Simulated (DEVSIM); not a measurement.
Structure: Schottky contact on n-type GaP, at 300 K.

Layer 1 from the left is GaP, thickness (μm) 2.60, Nd (cm⁻³) 7.3e16, τn (s) 2e-6, τp (s) 2e-6.

Left contact: Schottky, work function 5.14 eV, emission velocity 2.8e6 cm/s. Right contact: ohmic. Voltage is applied to the left contact. Recombination: SRH at mid-gap, radiative, Auger. Mobility is constant in doping.

Constants are typed, rounded textbook-type inputs, not results; the design itself was drawn at random and stands for no fabricated device. Values at 300 K.

GaP: gap (eV) 2.26, affinity (eV) 3.8, permittivity 11.1, Nc (cm⁻³) 1.8e19, Nv (cm⁻³) 1.9e19, μn (cm²/Vs) 250, μp (cm²/Vs) 150, B (cm³/s) 1e-13, Cn (cm⁶/s) 1e-30, Cp (cm⁶/s) 1e-30.

Model (solved in DEVSIM): 1D drift-diffusion, Boltzmann statistics, complete ionisation; no tunnelling, impact ionisation, image-force lowering or self-heating. Metal contacts follow the ideal Schottky-Mott rule: no Fermi-level pinning, no interface dipoles.

Dark forward current:

| |V| (V) | |J| (A/cm²) |
|---|---|
| 0.20 | 5.303e-13 |
| 0.25 | 3.663e-12 |
| 0.30 | 2.529e-11 |
| 0.35 | 1.745e-10 |
| 0.40 | 1.204e-9 |
| 0.45 | 8.309e-9 |
| 0.50 | 5.730e-8 |
| 0.55 | 3.950e-7 |
| 0.60 | 2.722e-6 |
| 0.65 | 1.875e-5 |
| 0.70 | 0.0001290 |
| 0.75 | 0.0008873 |
| 0.80 | 0.006093 |
| 0.85 | 0.04177 |
| 0.90 | 0.2854 |
| 0.95 | 1.932 |
| 1.00 | 12.60 |
| 1.05 | 69.46 |
| 1.10 | 249.7 |
| 1.15 | 565.9 |
| 1.20 | 966.6 |
| 1.25 | 1414 |
| 1.30 | 1889 |
| 1.35 | 2382 |

Q: Work out the local ideality factor n = ΔV / (kT/q · ln(J2/J1)) between the rows 0.20 and 0.25 V, 1.30 and 1.35 V.

A: kT/q = 25.85 mV. From 0.20 to 0.25 V: ln(3.663e-12/5.303e-13) = 1.933, n = 1.00, near the 1 of diffusion or emission over a barrier. From 1.30 to 1.35 V: ln(2382/1889) = 0.232, n = 8.34; the layers' resistance at their doping, Σ W/(qμN) = 8.9e-5 Ω cm², would take 44 mV of this step of 50 mV.

Q: Estimate the current at 0.60 V for emission alone, J0 = q v N_band exp(−φB/kT), and read the barrier back from the simulated current.

A: φB = 1.340 eV, N_band = 1.80e19 cm⁻³, J0 = 2.48e-16 A/cm²; J = J0 (exp(qV/kT) − 1) = 2.98e-6 A/cm². The simulation gives 2.72e-6 A/cm²; the estimate lies 9.6 % above. Read backwards, the simulated current gives an apparent barrier of 1.342 eV. The estimate leaves out transport through the depletion region and minority injection.
